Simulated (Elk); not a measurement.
**Elk run on YGe2 (I4_1/amd, 6 atoms in the cell): self-consistent single point**

Method: PBEsol, all-electron FP-LAPW, Elk's shipped species files, default APW+lo basis run with Elk.

This input was run:

```
tasks
  0

xctype
  22

rmtscf
  0.95

swidth
  0.00367493

maxscl
  100

scale
  1.889726125

avec
   -2.0218850000    2.0218850000    8.4276940000
    2.0218850000   -2.0218850000    8.4276940000
    2.0218850000    2.0218850000   -8.4276940000

sppath
  './'

atoms
  2
  'Y.in'
  2
  0.5000000000  0.5000000000  0.0000000000    0.0 0.0 0.0
  0.2500000000  0.7500000000  0.5000000000    0.0 0.0 0.0
  'Ge.in'
  4
  0.8279900000  0.3279900000  0.5000000000    0.0 0.0 0.0
  0.0779900000  0.0779900000  0.0000000000    0.0 0.0 0.0
  0.9220100000  0.9220100000  0.0000000000    0.0 0.0 0.0
  0.6720100000  0.1720100000  0.5000000000    0.0 0.0 0.0

ngridk
  5 5 5
```

The program printed (abridged):

```
│ Elk code version 10.2.4 │

All units are atomic (Hartree, Bohr, etc.)

│ Ground-state run starting from atomic densities │

Lattice vectors :
  -3.820808906       3.820808906       15.92603353
   3.820808906      -3.820808906       15.92603353
   3.820808906       3.820808906      -15.92603353

Unit cell volume      :    929.9899425
Brillouin zone volume :   0.2667235441

Muffin-tin inner radius fraction :   0.1000000000E-01

Nuclei treated as point charges

Species :    1 (Y)
 parameters loaded from : Y.in
 name : yttrium
 nuclear charge    :   -39.00000000
 electronic charge :    39.00000000
 atomic mass :    162065.4502
 muffin-tin radius :    2.470000000
 number of radial points in muffin-tin :    597
 atomic positions (lattice), magnetic fields (Cartesian) :
   1 :   0.12500000  0.37500000  0.25000000    0.00000000  0.00000000  0.00000000
   2 :  -0.12500000 -0.37500000 -0.25000000    0.00000000  0.00000000  0.00000000

Species :    2 (Ge)
 parameters loaded from : Ge.in
 name : germanium
 nuclear charge    :   -32.00000000
 electronic charge :    32.00000000
 atomic mass :    132414.6195
 muffin-tin radius :    2.280000000
 number of radial points in muffin-tin :    497
 atomic positions (lattice), magnetic fields (Cartesian) :
   1 :   0.45299000  0.20299000 -0.25000000    0.00000000  0.00000000  0.00000000
   2 :  -0.29701000 -0.04701000  0.25000000    0.00000000  0.00000000  0.00000000
   3 :  -0.45299000 -0.20299000  0.25000000    0.00000000  0.00000000  0.00000000
   4 :   0.29701000  0.04701000 -0.25000000    0.00000000  0.00000000  0.00000000

Total number of atoms per unit cell :    6

Spin treatment :
 spin-unpolarised

Number of Bravais lattice symmetries :   16
Number of crystal symmetries         :   16
Crystal has inversion symmetry
Real symmetric eigensolver will be used

k-point grid :      5     5     5
k-point offset :    0.000000000       0.000000000       0.000000000
k-point set is reduced with full crystal symmetry group
Total number of k-points :       18

Muffin-tin radius times maximum |G+k| :    7.000000000
 using average radius
Maximum |G+k| for APW functions       :    2.987197724
Maximum (1/2)|G+k|²                   :    4.461675121
Maximum |G| for potential and density :    12.00000000
 potential will be trimmed for |G| > 2 gkmax
Constant for pseudocharge density :    7
Radial integration step length :    4

G-vector grid sizes :     70    70    70
Number of G-vectors :    27169

Maximum angular momentum used for
 APW functions                      :    8
 outer part of muffin-tin           :    6
 inner part of muffin-tin           :    1

Total nuclear charge    :   -206.0000000
Total core charge       :    128.0000000
Total valence charge    :    78.00000000
Total excess charge     :    0.000000000
Total electronic charge :    206.0000000

Effective Wigner radius, rₛ :    1.025276038

Number of empty states         :   24
Total number of valence states :   63
Total number of core states    :  128

Total number of local-orbitals :   86

Exchange-correlation functional :     22     0     0
 PBEsol, Phys. Rev. Lett. 100, 136406 (2008)
 gradient requirement :    1
 generalised gradient approximation (GGA)

Smearing type :    3
 Fermi-Dirac
Smearing width :   0.3674930000E-02
Effective electronic temperature (K) :    1160.451112

Mixing type :    3
 Broyden mixing, J. Phys. A: Math. Gen. 17, L317 (1984)

Kohn-Sham potential initialised from atomic data

│ Self-consistent loop started │
│ Loop number : 1 │
 total energy                :     -15166.1816190
│ Loop number : 2 │
 total energy                :     -15166.2075538
RMS change in Kohn-Sham potential (target) :   0.1154032558     (  0.1000000000E-05)
Absolute change in total energy (target)   :   0.2593480572E-01 (  0.1000000000E-03)
│ Loop number : 3 │
 total energy                :     -15165.9672921
RMS change in Kohn-Sham potential (target) :   0.1107866804     (  0.1000000000E-05)
Absolute change in total energy (target)   :   0.2337780160     (  0.1000000000E-03)
│ Loop number : 4 │
 total energy                :     -15162.6719231
RMS change in Kohn-Sham potential (target) :   0.6455587330E-01 (  0.1000000000E-05)
Absolute change in total energy (target)   :    3.353813514     (  0.1000000000E-03)
│ Loop number : 5 │
 total energy                :     -15159.7706476
RMS change in Kohn-Sham potential (target) :   0.2217596800E-01 (  0.1000000000E-05)
Absolute change in total energy (target)   :    3.739728858     (  0.1000000000E-03)
│ Loop number : 6 │
 total energy                :     -15158.5805082
RMS change in Kohn-Sham potential (target) :   0.5725756892E-02 (  0.1000000000E-05)
Absolute change in total energy (target)   :    2.125071589     (  0.1000000000E-03)
│ Loop number : 7 │
 total energy                :     -15158.1524513
RMS change in Kohn-Sham potential (target) :   0.1859509767E-03 (  0.1000000000E-05)
Absolute change in total energy (target)   :   0.9593247806     (  0.1000000000E-03)
│ Loop number : 8 │
 total energy                :     -15158.1341482
RMS change in Kohn-Sham potential (target) :   0.1225261307E-03 (  0.1000000000E-05)
Absolute change in total energy (target)   :   0.2581343364     (  0.1000000000E-03)
│ Loop number : 9 │
 total energy                :     -15158.1256139
RMS change in Kohn-Sham potential (target) :   0.4174635358E-04 (  0.1000000000E-05)
Absolute change in total energy (target)   :   0.7306785810E-01 (  0.1000000000E-03)
│ Loop number : 10 │
 total energy                :     -15158.1259563
RMS change in Kohn-Sham potential (target) :   0.1119119284E-04 (  0.1000000000E-05)
Absolute change in total energy (target)   :   0.1792458959E-01 (  0.1000000000E-03)
│ Loop number : 11 │
 total energy                :     -15158.1261897
RMS change in Kohn-Sham potential (target) :   0.5352310960E-05 (  0.1000000000E-05)
Absolute change in total energy (target)   :   0.4247721743E-02 (  0.1000000000E-03)
│ Loop number : 12 │
 total energy                :     -15158.1259887
RMS change in Kohn-Sham potential (target) :   0.1948672069E-05 (  0.1000000000E-05)
Absolute change in total energy (target)   :   0.1262943373E-02 (  0.1000000000E-03)
│ Loop number : 13 │
 total energy                :     -15158.1259693
RMS change in Kohn-Sham potential (target) :   0.6051245028E-06 (  0.1000000000E-05)
Absolute change in total energy (target)   :   0.3351477808E-03 (  0.1000000000E-03)
│ Loop number : 14 │
 total energy                :     -15158.1259849
RMS change in Kohn-Sham potential (target) :   0.5418326337E-07 (  0.1000000000E-05)
Absolute change in total energy (target)   :   0.6815604138E-04 (  0.1000000000E-03)
Convergence targets achieved

│ Loop number : 15 │

Energies :
 Fermi                       :     0.261158586095
 sum of eigenvalues          :     -8823.83118661
 electron kinetic            :      15546.5598108
 core electron kinetic       :      14803.4239920
 Coulomb                     :     -30176.1914009
 Coulomb potential           :     -23677.1214268
 nuclear-nuclear             :     -1583.73838084
 electron-nuclear            :     -33507.7846133
 Hartree                     :      4915.33159325
 Madelung                    :     -18337.6306875
 xc potential                :     -693.269570575
 exchange                    :     -516.971674643
 correlation                 :     -11.5200747659
 electron entropic           :    -0.265116661965E-02
 total energy                :     -15158.1259907

Density of states at Fermi energy :    61.10777253
 (states/Hartree/unit cell)

Estimated indirect band gap :   0.2649906232E-02
 from k-point     17 to k-point      6
Estimated direct band gap   :   0.7975838068E-02
 at k-point     17

Charges :
 core                        :    128.0000000
 valence                     :    78.00000000
 interstitial                :    12.03245632
 muffin-tins (core leakage)
  species :    1 (Y)
   atom    1                 :    36.50911281     (  0.2105302141E-04)
   atom    2                 :    36.50911281     (  0.2105302141E-04)
  species :    2 (Ge)
   atom    1                 :    30.23732951     (  0.6688920181E-03)
   atom    2                 :    30.23732951     (  0.6688920181E-03)
   atom    3                 :    30.23732951     (  0.6688920181E-03)
   atom    4                 :    30.23732951     (  0.6688920181E-03)
 total in muffin-tins        :    193.9675437
 total calculated charge     :    205.9784652
 total charge                :    206.0000000
 error                       :   0.2153484485E-01

│ Self-consistent loop stopped │
```

The run converged in 15 iterations. The count includes the last loop, which Elk runs after its targets are met.

The starting cell comes from a database of computed structures (which also holds hypothetical and non-ambient phases and stackings), without a prior relaxation at this level. Its lattice was rescaled by a random factor within 2.5 % of one. Values depend on the basis (sphere radii, cutoffs, local orbitals), which need not be converged. The log's line on a gap gives a spacing of levels on this mesh, which the program prints for metals too.
